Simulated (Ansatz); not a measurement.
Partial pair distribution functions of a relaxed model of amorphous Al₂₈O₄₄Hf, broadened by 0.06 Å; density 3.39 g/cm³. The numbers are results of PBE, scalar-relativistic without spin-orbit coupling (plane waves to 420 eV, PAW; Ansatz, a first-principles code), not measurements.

It comes from a melt-quench run on a machine-learned potential (CHGNet), relaxed afterwards by DFT. O atoms were pushed apart under 1.9 Å during the dynamics, to hinder bonds among them. The hot cell started wider than the set density and was brought back towards it in steps. It is the lowest in DFT energy of 2 quenches. It is a model cell: composition and starting density were chosen by hand, and all elements were melted together. No dispersion term was used. Its density started from a set value of 3.39 and ended at 3.39 g/cm³. Cooling (nominally 410 K/ps over its main leg) ran many orders faster than in experiment, which tends to leave more defects and strain. One small periodic cell is one sample of the glass; other quenches scatter about these values. The volume was held where the preparation left it, at a PBE pressure of 2.5 GPa. Stress components on the final sampling reach 4.8 GPa.

```csv
r (Å),g Al-O,g O-Hf,g Al-Al,g O-O
1.50,0.01,0.00,0.00,0.00
1.60,0.32,0.00,0.00,0.00
1.70,3.84,0.00,0.00,0.00
1.80,8.19,0.00,0.00,0.00
1.90,4.77,0.03,0.00,0.00
2.00,1.82,1.21,0.00,0.00
2.10,0.57,6.01,0.00,0.00
2.20,0.15,9.41,0.00,0.00
2.30,0.09,4.05,0.03,0.15
2.40,0.10,0.54,0.20,0.94
2.50,0.01,0.01,0.32,1.47
2.60,0.05,0.00,0.72,1.65
2.70,0.12,0.00,1.13,2.65
2.80,0.14,0.00,1.01,2.97
2.90,0.42,0.00,1.69,2.84
3.00,0.45,0.00,2.41,1.82
3.10,0.58,0.00,2.92,1.36
3.20,0.67,0.00,2.03,1.19
3.30,0.96,0.00,1.93,1.09
3.40,1.09,0.00,2.20,0.77
3.50,1.06,0.00,1.42,0.53
3.60,1.30,0.22,0.74,0.45
3.70,1.28,1.25,0.42,0.47
3.80,1.31,1.40,0.45,0.51
3.90,1.32,1.71,0.39,0.61
4.00,1.45,1.51,0.68,0.58
4.10,1.39,0.65,1.08,0.54
4.20,1.31,0.56,0.68,0.57
4.30,1.34,1.14,0.48,0.73
4.40,1.43,2.07,0.67,0.83
4.50,1.32,3.28,0.85,0.80
4.60,1.04,1.52,0.92,0.92
```

Within 2.46 Å each Al has 4.64 O neighbours on average.
